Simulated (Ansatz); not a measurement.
Start from BaTiO₃ (space group P4mm, No. 99; a = 3.985 Å, c = 4.201 Å).

The values are results of PBE/PAW in Ansatz (a first-principles code), no spin-orbit coupling, not measurements.

One change was made to it. Results:

```csv
quantity,base,after
density,5.80 g/cm³,6.27 g/cm³
smallest direct gap,2.39 eV,2.12 eV
gap character,"indirect, A → Γ","indirect, A → Γ"
```

Q: What was done to the base?
A. pressure 5 GPa
B. pressure −1 GPa
C. pressure 3 GPa
D. pressure 10 GPa

A: D, pressure 10 GPa. For comparison, the smallest direct gap in the other runs: pressure 5 GPa gives 2.25 eV; pressure 3 GPa gives 2.31 eV; pressure −1 GPa gives 2.42 eV.

Load acts through the strain it causes; cell and atoms are relaxed under it. No phonon test of stability was made. No other phases were tried under pressure. All final runs are without spin polarisation.
